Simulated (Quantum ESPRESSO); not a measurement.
## Equation of state of diamond-structure Sn (space group 227): energy against volume (Quantum ESPRESSO, PBE)

```
CELL_PARAMETERS angstrom
      0.00000     3.18681     3.18681
      3.18681     0.00000     3.18681
      3.18681     3.18681     0.00000
ATOMIC_POSITIONS crystal
  Sn 0.50000 0.50000 0.50000
  Sn 0.75000 0.75000 0.75000
```

Computed with PBE, PSlibrary PAW (PBE) pseudopotentials (plane waves; Quantum ESPRESSO). Settings: ecutwfc = 72 Ry; ecutrho = 432 Ry; occupations = smearing; smearing = fermi-dirac; degauss = 0.000734986 Ry; potentials = {Sn: Sn.pbe-dn-kjpaw_psl.1.0.0.UPF}; K_POINTS = automatic 9 9 9 0 0 0; conv_thr = 1e-10 Ry. The cell above is the first row's. The rows scale it uniformly. In all rows fractional positions and the k mesh are held. E is the free energy at the stated smearing, counted from the lowest row.

| V (Å^3/atom) | E (meV/atom) |
|---|---|
| 32.364 | 78.60 |
| 33.068 | 53.52 |
| 33.772 | 33.93 |
| 34.475 | 19.27 |
| 35.179 | 9.04 |
| 35.882 | 2.77 |
| 36.586 | 0.00 |
| 37.289 | 0.19 |
| 37.993 | ? |

Fit E of the 8 rows that show it with the third-order Birch-Murnaghan form, a cubic in V^(-2/3). With u = V^(-2/3) - 0.0939, the rows have u = 0.0045673, 0.0031647, 0.0018111, 0.0005055, -0.0007583, -0.0019788, -0.0031618, -0.0043059. Least squares gives E = 14.754 + 8395.2·u + 1193854·u² + 6485461·u³. Residuals (row less fit): -0.019, 0.035, 0.017, -0.034, -0.032, 0.004, 0.060, -0.032; standard error 0.047 (degrees of freedom: 4). Its minimum lies at u = -0.0036230, so V0 = (0.0902770)^(-3/2) = 36.87. There d²E/du² = 2247000 and d³E/du³ = 3.891e7, so B0 = (4/9) × 36.87^(-7/3) × 2247000 × 0.160218 = 35.4 GPa (the last factor turns the table's units into GPa), and B0' = 4 + (2/3) × 0.0902770 × (3.891e7)/2247000 = 5.0. The program's pressures in the fitted runs (not shown) pass through zero at V = 36.53, 0.93 % from this V0.

Task: Predict the withheld E at V = 37.993 from the fit, and compare with the calculation.

Result: u = -0.0054161, so E = 14.754 + 8395.2 × (-0.0054161) + 1193854 × (-0.0054161)² + 6485461 × (-0.0054161)³ = 3.275 meV/atom. The calculation gives 3.16 meV/atom, 0.115 meV/atom below the prediction (0.1 % of the range of E in the table). The row lies outside the fitted rows, so this is an extrapolation. From the scatter of the fitted rows alone, a prediction at this place has a standard error of 0.113 meV/atom, so the miss is 1.0 times that.

Carrying the step between the two nearest rows on in a straight line would have given 0.38, off by 2.78; series whose last step already gives the withheld value aren't shown. The scan was laid around a cell of about the measured size, scaled by a guess for this functional. This is grey tin, the low-temperature phase. The runs keep the symmetry of the cell, so they don't test it for distortions. Cutoffs and mesh are single choices, not tested for convergence of this quantity. Series with a scatter that would blur these digits, or in which a gap closes, are not shown. Nor are scans whose minimum lies at an end fitted in this form.
